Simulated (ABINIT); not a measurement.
ABINIT run on Mg (P6_3/mmc, 2 atoms in the cell): self-consistent single point.

Computed with LDA (PW92), norm-conserving pseudopotentials (PseudoDojo nc-sr-04 LDA standard) (plane waves; ABINIT).

```
Mg
1.0
    3.21167     0.00000     0.00000
   -1.60583     2.78139     0.00000
    0.00000     0.00000     5.20547
Mg
2
Direct
  0.33333   0.66667   0.25000
  0.66667   0.33333   0.75000
```

Reference input (self-consistent single point, DFT, PBE, plane waves, norm-conserving pseudopotentials (PseudoDojo nc-sr-05 PBE standard)): pseudos = [Mg.upf]; ecut = 42 Ha; occopt = 7; tsmear = 0.1 eV; ngkpt = 12 12 7; nshiftk = 1; shiftk = 0 0 0; potentials = PseudoDojo nc-sr-05 PBE standard; nband = 15; kptopt = 1; nstep = 80; toldfe = 1e-09 Ha. This run's input differs from it in these lines:

```diff
@@ -1,2 +1,2 @@
-# Mg, PseudoDojo nc-sr-05 PBE standard
+# Mg, PseudoDojo nc-sr-04 LDA standard
 pp_dirpath "./"
```

Its files differ too (potentials: PseudoDojo nc-sr-05 PBE standard → PseudoDojo nc-sr-04 LDA standard).

Log, with long lists cut:

```
--- !BeginCycle
solver: {iscf: 7, nstep: 80, nline: 4, wfoptalg: 0, }
tolerances: {toldfe: 1.00E-09, }
...

     iter   Etot(hartree)      deltaE(h)  residm     vres2
 ETOT  1  -118.49629562960    -1.185E+02 1.671E-01 1.700E+00
 ETOT  2  -118.55816719524    -6.187E-02 1.385E-02 1.253E+00
 ETOT  3  -118.55847090329    -3.037E-04 8.756E-04 4.384E-02
 ETOT  4  -118.55847279603    -1.893E-06 3.450E-04 1.607E-03
 ETOT  5  -118.55847337669    -5.807E-07 5.564E-04 9.896E-05
 ETOT  6  -118.55847340674    -3.005E-08 1.073E-04 1.022E-06
 ETOT  7  -118.55847340705    -3.158E-10 1.183E-04 4.781E-10
 ETOT  8  -118.55847340705     3.595E-12 4.772E-05 2.832E-10
 At SCF step    8, etot is converged :
  for the second time, diff in etot=  3.595E-12 < toldfe=  1.000E-09

 Cartesian components of stress tensor (hartree/bohr^3)
  sigma(1 1)=  7.54489316E-05  sigma(3 2)=  0.00000000E+00
  sigma(2 2)=  7.54489315E-05  sigma(3 1)=  0.00000000E+00
  sigma(3 3)=  1.03468819E-04  sigma(2 1)=  1.24625316E-13

 ----iterations are completed or convergence reached----

 reduced coordinates (array xred) for    2 atoms
       0.333333333333      0.666666666667      0.250000000000
       0.666666666667      0.333333333333      0.750000000000
 cartesian forces (eV/Angstrom) at end:
    1     -0.00000000000000    -0.00000000000000    -0.00000000000000
    2      0.00000000000000     0.00000000000000    -0.00000000000000
 frms,max,avg= 1.6883102E-27 2.8545949E-27   0.000E+00  0.000E+00  0.000E+00 e/A
   [... lines left out ...]
 Fermi (or HOMO) energy (eV) =   3.66283   Average Vxc (eV)=  -8.90478
   [... lines left out ...]
total_energy        : -1.18558473407049E+02
total_energy_eV     : -3.22614012973482E+03
band_energy         : -2.76330237527987E+01
...

-Cartesian components of stress tensor (GPa)         [Pressure= -2.4946E+00 GPa]
- sigma(1 1)=  2.21978383E+00  sigma(3 2)=  0.00000000E+00
- sigma(2 2)=  2.21978383E+00  sigma(3 1)=  0.00000000E+00
- sigma(3 3)=  3.04415725E+00  sigma(2 1)=  3.66660278E-09

 Calculation completed.
```

The run converged in 8 iterations. Against the reference run the pressure goes from -0.50 to -2.49 GPa.

The starting cell comes from a database of computed structures (which also holds hypothetical and non-ambient phases and stackings), without a prior relaxation at this level. Its lattice was rescaled by a random factor within 2.5 % of one.

Cost on one core of a shared machine: roughly 60 s.
